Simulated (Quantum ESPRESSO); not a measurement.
Quantum ESPRESSO run on ZnSbF5 (P2_1/c, 28 atoms in the cell): self-consistent single point.

Method of the run: Wu-Cohen GGA, PseudoDojo standard norm-conserving (PBE) pseudopotentials (plane waves; Quantum ESPRESSO 7.5).

```
CELL_PARAMETERS angstrom
      5.71797     0.00000     0.00000
      0.00000    10.34883     0.00000
     -4.06999     0.00000     7.40414
ATOMIC_POSITIONS crystal
  Zn 0.52656 0.99083 0.78786
  Zn 0.47344 0.00917 0.21214
  Zn 0.47344 0.49083 0.71214
  Zn 0.52656 0.50917 0.28786
  Sb 0.93605 0.76120 0.65695
  Sb 0.06395 0.23880 0.34305
  Sb 0.06395 0.26120 0.84305
  Sb 0.93605 0.73880 0.15695
  F  0.62395 0.88987 0.62625
  F  0.37605 0.11013 0.37375
  F  0.37605 0.38987 0.87375
  F  0.62395 0.61013 0.12625
  F  0.64815 0.61118 0.52249
  F  0.35185 0.38882 0.47751
  F  0.35185 0.11118 0.97751
  F  0.64815 0.88882 0.02249
  F  0.83613 0.43362 0.81006
  F  0.16387 0.56638 0.18994
  F  0.16387 0.93362 0.68994
  F  0.83613 0.06638 0.31006
  F  0.78034 0.13024 0.87775
  F  0.21966 0.86976 0.12225
  F  0.21966 0.63024 0.62225
  F  0.78034 0.36976 0.37775
  F  0.79872 0.69130 0.89806
  F  0.20128 0.30870 0.10194
  F  0.20128 0.19130 0.60194
  F  0.79872 0.80870 0.39806
```

Reference input (self-consistent single point, DFT, PBEsol, plane waves, PseudoDojo standard norm-conserving (PBESOL) pseudopotentials): ecutwfc = 85 Ry; occupations = smearing; smearing = gaussian; degauss = 0.000734986 Ry; potentials = {Zn: Zn.upf, Sb: Sb.upf, F: F.upf}; K_POINTS = automatic 3 2 2 1 1 1; conv_thr = 1e-09 Ry; mixing_beta = 0.5. This run's input differs from it in these lines:

```diff
@@ -16,2 +16,3 @@
     degauss = 0.000734986
+    input_dft = 'wc'
 /
```

Its files differ too (potentials: PseudoDojo standard norm-conserving (PBE)).

Output (repeated stretches shortened):

```
     Self-consistent Calculation

     iteration #  1     ecut=    85.00 Ry     beta= 0.50

     total energy              =   -3382.67372475 Ry
     estimated scf accuracy    <       3.35702608 Ry

     iteration #  2     ecut=    85.00 Ry     beta= 0.50

     total energy              =   -3383.65184301 Ry
     estimated scf accuracy    <       0.67158209 Ry

     iteration #  3     ecut=    85.00 Ry     beta= 0.50

     total energy              =   -3383.76004459 Ry
     estimated scf accuracy    <       0.03907692 Ry

   [... 6 blocks of this kind left out ...]

     iteration # 10     ecut=    85.00 Ry     beta= 0.50

     total energy              =   -3383.76463345 Ry
     estimated scf accuracy    <          5.8E-09 Ry

     iteration # 11     ecut=    85.00 Ry     beta= 0.50
     End of self-consistent calculation

   [... 18 lines left out ...]

   [... 18 lines left out ...]

   [... 18 lines left out ...]

     the Fermi energy is     6.3293 ev

!    total energy              =   -3383.76463346 Ry
     estimated scf accuracy    <          8.8E-10 Ry
     smearing contrib. (-TS)   =      -0.00000000 Ry
     internal energy E=F+TS    =   -3383.76463346 Ry

     convergence has been achieved in  11 iterations

     Forces acting on atoms (cartesian axes, Ry/au):

     atom    1 type  1   force =    -0.00232153    0.00157716    0.00917745
     atom    2 type  1   force =     0.00232153   -0.00157716   -0.00917745
     atom    3 type  1   force =     0.00232153    0.00157716   -0.00917745
     atom    4 type  1   force =    -0.00232153   -0.00157716    0.00917745
   [... lines left out ...]

     Total force =     0.051568     Total SCF correction =     0.000110

          total   stress  (Ry/bohr**3)                   (kbar)     P=      -18.44
  -0.00010675   0.00000000  -0.00002243          -15.70        0.00       -3.30
   0.00000000  -0.00013925   0.00000000            0.00      -20.48        0.00
  -0.00002243   0.00000000  -0.00013007           -3.30        0.00      -19.13

   JOB DONE.
```

The run converged in 11 iterations. Against the reference run the pressure goes from -2.26 to -1.84 GPa, the largest force goes from 0.299 to 0.313 eV/Å and the gap on the mesh moves little (4.008 to 4.011 eV).

The starting cell comes from a database of computed structures (which also holds hypothetical and non-ambient phases and stackings), without a prior relaxation at this level. Its lattice was rescaled by a random factor within 2.5 % of one. Spin-orbit coupling is off. The shifted mesh does not hold Γ, so a gap read on it misses any band edge there.

Cost on one core of a shared machine: roughly 9 min.
